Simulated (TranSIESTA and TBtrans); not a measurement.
Run with TranSIESTA and TBtrans (open boundaries, self-consistent; PseudoDojo norm-conserving potentials, scalar-relativistic): PAO.BasisSize DZP, PAO.EnergyShift 0.15 eV, XC.Authors PW92, Mesh.Cutoff 200 Ry, ElectronicTemperature 300 K, TS.Voltage 0.0 eV, TBT.Elecs.Eta 0.001 eV, no spin polarisation.

Junction: In chain with one bond stretched by 0.6 Å. Leads: straight In chain, spacing 2.755 Å. Geometry: as built, not relaxed.

Q: Predict: conductance at 300 K (G0 = 2e²/h); mean T from −0.5 to 0.5 eV.

A: conductance at 300 K (G0 = 2e²/h): 2.48; mean T from −0.5 to 0.5 eV: 1.88. The straight chain is held at its spacing; free chains may zigzag or dimerise. No spin-polarised start was tried, so a magnetic state, if there is one, is missed.
